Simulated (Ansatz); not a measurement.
Consider SnTe in the rock salt structure (space group Fm-3m, No. 225; a = 6.371 Å). Axes: x, y, z lie along the cube axes.

Method: plane-wave PAW DFT at the r2SCAN level (Ansatz, an electronic-structure program, 500 eV), without spin-orbit coupling, earlier PAW set.

A first run, uniaxial strain ε_zz = +0.88 %, gives secant values C11 ≈ 120 GPa and C12 ≈ 3.1 GPa from its stress. A second run applies isotropic strain +1.05 %.

**Question.** What does linear elasticity predict for the bulk modulus −ΔP/(ΔV/V₀) in the second run, and what does the run give?

**Answer.** Linear elasticity: (C11 + 2 C12)/3 = 42 GPa. The run gives 40 GPa; any difference comes from nonlinear terms at these strains and numerical noise.

Whether these cells are dynamically stable was not tested.
